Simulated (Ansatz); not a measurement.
The parent structure is CsCaH3 in the cubic perovskite structure (space group Pm-3m, No. 221; a = 4.5405 Å; a cell from a computed database, its experimental status unchecked). Axes: x, y, z lie along the cube axes.

Modification: uniaxial strain ε_yy = −3.79 %, all other strain components held at zero; the atoms relax in the strained cell.

Levels (all Ansatz, an electronic-structure program, PAW): PBEsol (420 eV, spin-orbit coupling left out); r2SCAN (500 eV, no spin-orbit coupling).

The geometry is relaxed with PBEsol.

| Item | Value |
|---|---|
| PBEsol lowest conduction level above the VBM at special points | R 2.78 eV; M 2.84 eV; X 4.62 eV; A 4.63 eV |
| PBEsol pressure | 1.10 GPa |
| PBEsol width of the top valence band | 0.93 eV |

With r2SCAN at the same geometry, the lowest conduction level above the VBM at special points becomes R 3.50 eV; M 3.57 eV; X 5.28 eV; A 5.33 eV (PBEsol: R 2.78 eV; M 2.84 eV; X 4.62 eV; A 4.63 eV); the pressure rises by 1.25 GPa (1.10 GPa → 2.35 GPa); the width of the top valence band shrinks by 0.03 eV, from 0.93 eV to 0.90 eV.

Single points use the geometry relaxed with PBEsol. Their cutoffs differ, which shifts pressures a little. The levels and masses belong to the bands next to the band gap. Whether these cells are dynamically stable was not tested. Many cubic perovskites are stable only at high temperature; tilts and polar distortions were not tested. Labels are those of the standard path for the cell's own space group.
